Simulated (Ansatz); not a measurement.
The (000-1) surface of wurtzite CdSe, Se-terminated, 2x2 with 2 OH on 4 top atoms (bottom of the slab: 2 H on 4 bottom sites)

These are PBE (plane waves to 420 eV, PAW; Ansatz, a quantum-chemistry and plane-wave program) values and carry that method's errors.

Set-up: 38 atoms, 15.9 Å thick at the start with caps and adatoms; mesh 3x3x1; 0.025 eV smearing; dipole correction on; 8 atoms held, the rest relaxed; no symmetry held; no spin, no spin-orbit, no U. It is one candidate, not shown to be the stable structure of the face.

```
Quantity                                                                  Value
-----------------------------------------------  ------------------------------
gap of the slab on its k-mesh                                           1.11 eV
highest filled level below the top vacuum level                         5.68 eV
energy released by relaxation                                           2.20 eV
cost                                             around 70 core-minutes (rough)
```
